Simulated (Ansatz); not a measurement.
The starting structures come from a database of crystals and need not be the phases stable at ambient conditions.

Where the default PAW files enter, the runs use the earlier of Ansatz's two default sets.

The decay constant κ of evanescent states in the gap governs leakage through a thin film.

```
BN
1.0
    2.50703     0.00000     0.00000
   -1.25352     3.33583     0.00000
    1.25352     0.00000     2.16824
B N
1 1
Direct
  0.99989   0.00000   0.00021
  0.33341   0.00000   0.33319
```

Space group of this cell: Fmm2. The cell was relaxed by PBE-D3(BJ); by r2SCAN its mean pressure is -1.3 GPa.

Transport runs along the normal of the first two printed cell vectors.

The gap is the functional's own, uncorrected, and κ follows it; spin-orbit coupling is left out. Mid-gap means the computed energy nearest the middle.

### Question
Give the band gap and the smallest decay constant κ at mid-gap that r2SCAN in Ansatz (an electronic-structure program) yields.

### Answer
Gap 4.00 eV on a 14×14×14 mesh; κ = 0.281 1/Å, at (0.000, 0.500) of the in-plane reciprocal vectors. At the zone centre the slowest state has κ = 0.39 1/Å.
